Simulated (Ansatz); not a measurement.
Consider Li2FeS2 (space group P-3m1, No. 164; ferromagnetic; a cell from a computed database, its experimental status unchecked).

```yaml
crystal:
  lattice:
    - [3.73258, 0.00000, 0.00000]
    - [-1.86629, 3.23251, 0.00000]
    - [0.00000, 0.00000, 6.03809]
  atoms:
    - { symbol: Li, position: [0.33333, 0.66667, 0.36284] }
    - { symbol: Li, position: [0.66667, 0.33333, 0.63716] }
    - { symbol: Fe, position: [0.00000, 0.00000, 0.00000] }
    - { symbol: S, position: [0.33333, 0.66667, 0.77803] }
    - { symbol: S, position: [0.66667, 0.33333, 0.22197] }
```

Cartesian axes are those of the cell as printed.

Method: DFT with PBEsol, PAW potentials and a 420 eV plane-wave cutoff in Ansatz (a program for electronic structure), no SOC.

For the base:

```
Item                    Value
--------------  -------------
Pressure              0.0 GPa
Magnetic state  ferromagnetic
```

Perturbation: the symmetric strain tensor [-0.0004 0.0070 -0.0029; 0.0070 0.0171 -0.0080; -0.0029 -0.0080 0.0087]; the atoms relax in the strained cell.

### Question
What happens to the largest internal atomic displacement, pressure, magnetic state and energy relative to the base?

### Answer
The largest internal atomic displacement amounts to 0.018 Å; the pressure (mean of the normal stresses, compression positive) goes from zero to -1.5 GPa; the magnetic state stays ferromagnetic; the energy increases by 2.6 meV/atom.

Other magnetic orders, which the real material may have, were not ruled out. Without a gap, meshes like the base's 14×14×8 leave anisotropic stresses uncertain by several tenths of a GPa, and small strain energies with them. Whether these cells are dynamically stable was not tested.
